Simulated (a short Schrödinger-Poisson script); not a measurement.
Structure: MOS inversion layer, Si3N4 on p-type GaN, at 400 K.

```tsv
layer	material	thickness (nm)	Na (cm⁻³)
1	Si3N4	2.5	-
2	GaN	470	1.8e18
```

The device is made up for the run: typed textbook-type constants, with dimensions and the other settings drawn at random. Si3N4: permittivity 7.5, conduction-band edge (eV) 2, gap (eV) 5.1, electron mass (mₑ) 0.5. GaN: permittivity 9.5, conduction-band edge (eV) 0, gap (eV) 3.43, Nv at 300 K (cm⁻³) 4.6e19.

Channel valleys (confinement mass, in-plane density-of-states mass, number): Γ 0.2, 0.2, 1. At the gate the conduction-band edge of layer 1 lies 2.34 eV − eVg above the Fermi level of the channel; the field vanishes at the back. Gaps are held at their typed values at every temperature. Mesh 0.03 nm at interfaces.

From a short Schrödinger-Poisson script (our own, NumPy): 1D Poisson equation in equilibrium, electrons quantum, Hartree (BenDaniel-Duke, 12 states a valley, the channel's in-plane mass for all, wave functions ending at the dielectric), parabolic valleys, classical holes, full ionisation, no traps, pinning or gate leakage.

The same stack at other levels of the model or other numerical settings:

```json
[
 {"run": "base", "sheet density of all electrons at Vg = 1.5 V (cm⁻²)": "2.99e12", "capacitance at Vg = 1.5 V (μF/cm²)": "1.59", "centroid of the channel electrons at Vg = 1.5 V (nm)": "1.61", "gate voltage at 1e11 electrons/cm² (V)": "1.11", "rough cost against the base": "about 1"},
 {"run": "electrons treated as classical, Boltzmann", "sheet density of all electrons at Vg = 1.5 V (cm⁻²)": "___", "capacitance at Vg = 1.5 V (μF/cm²)": "2.42", "centroid of the channel electrons at Vg = 1.5 V (nm)": "0.20", "gate voltage at 1e11 electrons/cm² (V)": "0.83", "rough cost against the base": "0.07"},
 {"run": "electrons treated as classical, Fermi-Dirac", "sheet density of all electrons at Vg = 1.5 V (cm⁻²)": "___", "capacitance at Vg = 1.5 V (μF/cm²)": "___", "centroid of the channel electrons at Vg = 1.5 V (nm)": "0.56", "gate voltage at 1e11 electrons/cm² (V)": "0.84", "rough cost against the base": "0.4"},
 {"run": "electrons treated as quantum, Hartree plus LDA exchange-correlation", "sheet density of all electrons at Vg = 1.5 V (cm⁻²)": "3.42e12", "capacitance at Vg = 1.5 V (μF/cm²)": "1.67", "centroid of the channel electrons at Vg = 1.5 V (nm)": "1.59", "gate voltage at 1e11 electrons/cm² (V)": "1.10", "rough cost against the base": "2"},
 {"run": "mesh six times as coarse", "sheet density of all electrons at Vg = 1.5 V (cm⁻²)": "3.00e12", "capacitance at Vg = 1.5 V (μF/cm²)": "1.59", "centroid of the channel electrons at Vg = 1.5 V (nm)": "1.61", "gate voltage at 1e11 electrons/cm² (V)": "1.11", "rough cost against the base": "0.3"},
 {"run": "one subband a valley", "sheet density of all electrons at Vg = 1.5 V (cm⁻²)": "2.99e12", "capacitance at Vg = 1.5 V (μF/cm²)": "1.59", "centroid of the channel electrons at Vg = 1.5 V (nm)": "1.61", "gate voltage at 1e11 electrons/cm² (V)": "1.11", "rough cost against the base": "0.6"}
]
```

Q: Complete the blanks.

A: 
- electrons treated as classical, Boltzmann, sheet density of all electrons at Vg = 1.5 V (cm⁻²): 8.22e12
- electrons treated as classical, Fermi-Dirac, sheet density of all electrons at Vg = 1.5 V (cm⁻²): 5.44e12
- electrons treated as classical, Fermi-Dirac, capacitance at Vg = 1.5 V (μF/cm²): 1.73

The classical rows ignore confinement, and Boltzmann statistics overrate the density once the band edge passes the Fermi level.

In real p-type GaN the Mg acceptor is only partly ionised, and so wide a gap doesn't supply an inversion layer without source and drain.
